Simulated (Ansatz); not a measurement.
An Ansatz (a first-principles code) run: CdCu2GeSe4 with a change (uniaxial strain ε_zz = −0.75 %); Kohn–Sham DFT with the PBEsol functional, run in Ansatz with PAW and 420 eV plane waves, spin-orbit coupling left out.

Input:

Ansatz 0.2 input:
```yaml
crystal:
  lattice:
    - [-2.8651060664, 2.8651060664, 5.4707150754]
    - [2.8651060664, -2.8651060664, 5.4707150754]
    - [2.8651060664, 2.8651060664, -5.4707150754]
  atoms:
    - { symbol: Ge, position: [0.5, 0.5, 0] }
    - { symbol: Cu, position: [0.25, 0.75, 0.5] }
    - { symbol: Cu, position: [0.75, 0.25, 0.5] }
    - { symbol: Se, position: [0.4041980311, 0.4041980311, 0.5343767094] }
    - { symbol: Se, position: [0.5958019689, 0.1301786783, 0] }
    - { symbol: Se, position: [0.8698213217, 0.8698213217, 0.4656232906] }
    - { symbol: Se, position: [0.1301786783, 0.5958019689, 0] }
    - { symbol: Cd, position: [0, 0, 0] }
basis: { ecutwfc: 420, ecutrho_ratio: 4, xc_grid: 2, fft_grid_basis: typed }
kpoints: { mp_grid: { grid: [8, 8, 8] } }
hamiltonian:
  xc: pbesol
  dispersion: none
  pseudopotentials: { kind: paw }
scf: { occupations: { method: fermi_dirac, width: 0.05 }, convergence: { dr2_threshold: 0.0000000008 } }
relax: { f_tol: 0.005, max_steps: 50 }
output: { forces: true, stress: true }
checkpoint: { write: state.ck, write_every: 1000 }
```

Output (explanatory and most iteration lines left out):

```
Relaxation: its limit of steps is 50 (relax.max_steps)
Pseudopotential: Ge, paw, valence charge 14
Pseudopotential: Cu, paw, valence charge 19
Pseudopotential: Se, paw, valence charge 16
Pseudopotential: Cd, paw, valence charge 20
Crystal: 8 atoms, lattice volume = 179.633 Å³
Basis set: ecut = 420 eV, 3563 PW (Γ), exchange–correlation on 96×96×96 points (8 copies of the dense FFT grid, shifted against one another)
Bands: 82, of which v1, the nominal top of the filled ones, is band 68 counted from 1 (67 counted from 0)
Symmetry: 8 space group operations
Space group: I-42m (ITA 121), of the structure as read, at distance tolerance 5.6e-5 Å
k-points: 59 of 512 (time reversal used)
Functional: x = pbesol(κ = 0.804, μ = 0.12345679012345678), c = pbesol(β = 0.046)
SCF iter   1: F=—  HF=-47314.461518 eV  |F-HF|=—  |Δ(HF+E_count)|=         —  Δρ=7.49e-3  dr2=6.59e-2  ethr=1.77e-3  ⟨swp⟩=6.0  Hψ=17384  notcnv=0  defer=13
SCF iter   2: F=—  HF=-47314.461422 eV  |F-HF|=—  |Δ(HF+E_count)|=   9.61e-5  Δρ=7.13e-3  dr2=6.42e-2  ethr=4.85e-5  ⟨swp⟩=2.0  Hψ=10054  notcnv=0  defer=389
SCF 1 converged in 13 iterations: F = -47314.446944 eV  dr2 = 2.65e-10
relax step   1: F+E_penalty+E_count = -47314.44694438 eV  Δ(F+E_penalty+E_count) = +0.000e0 eV  max|allowed force component| = 2.362e-2 eV/Å  Δτ_max = 0.0000 Å  (13 SCF iters, accepted)
Crystal: 8 atoms, lattice volume = 179.633 Å³
SCF iter   1: F=—  HF=-47314.447082 eV  |F-HF|=—  |Δ(HF+E_count)|=         —  Δρ=2.44e-4  dr2=9.57e-5  ethr=6.92e-8  ⟨swp⟩=2.0  Hψ=12152  notcnv=0  defer=389
SCF iter   2: F=—  HF=-47314.447066 eV  |F-HF|=—  |Δ(HF+E_count)|=   1.58e-5  Δρ=1.83e-4  dr2=3.65e-5  ethr=6.92e-8  ⟨swp⟩=2.0  Hψ=5559  notcnv=0  defer=389
SCF 2 converged in 8 iterations: F = -47314.447055 eV  dr2 = 1.93e-10
relax step   2: F+E_penalty+E_count = -47314.44705460 eV  Δ(F+E_penalty+E_count) = -1.102e-4 eV  max|allowed force component| = 3.295e-3 eV/Å  Δτ_max = 0.0024 Å  (8 SCF iters, accepted)
SCF converged after 8 iterations
Free energy (F): -47314.447055 eV
Internal energy: -47314.446088 eV  (E = F + TS)
E sigma→0 (E₀):  -47314.446572 eV
Entropy (-TS):   -0.000966 eV (-0.121 meV/atom)
Fermi energy:    9.298494 eV
--- Forces (eV/Å), atoms counted from 1 ---
  atom   1  Ge     0.00000000     0.00000000    -0.00000000
  atom   2  Cu     0.00000000     0.00000000     0.00000000
  atom   3  Cu     0.00000000    -0.00000000     0.00000000
  atom   4  Se    -0.00329510    -0.00329510     0.00238877
  atom   5  Se    -0.00329510     0.00329510    -0.00238877
  atom   6  Se     0.00329510     0.00329510     0.00238877
  atom   7  Se     0.00329510    -0.00329510    -0.00238877
  atom   8  Cd     0.00000000    -0.00000000     0.00000000
--- Stress (GPa, compression-positive) ---
        0.434379       0.000000       0.000000
        0.000000       0.434379      -0.000000
       -0.000000      -0.000000       0.615584
  P = ⅓ Tr σ = 0.4948 GPa (4.948 kbar)
--- Relaxed structure (2 steps of the walk, 2 accepted, 0 SCFs on fresh bases) ---
  atoms:
    - { symbol: Ge, position: [0.49999999999999994, 0.49999999999999994, 4.730200851899892e-21] }
    - { symbol: Cu, position: [0.24999999999999994, 0.75, 0.49999999999999994] }
    - { symbol: Cu, position: [0.75, 0.24999999999999994, 0.49999999999999994] }
    - { symbol: Se, position: [0.40451143635035597, 0.40451143635035597, 0.534599157252556] }
    - { symbol: Se, position: [0.595488563649644, 0.1300877209022, 0.0] }
    - { symbol: Se, position: [0.8699122790977998, 0.8699122790977998, 0.465400842747444] }
    - { symbol: Se, position: [0.1300877209022, 0.595488563649644, 0.0] }
    - { symbol: Cd, position: [9.909144943051445e-21, 1.4639345794951387e-20, 4.730200851899942e-21] }
```

No phonon test of stability was made. The final runs are not spin-polarised. The cell was made from CdCu₂GeSe₄ (space group I-42m, No. 121) by this change: uniaxial strain ε_zz = −0.75 %.
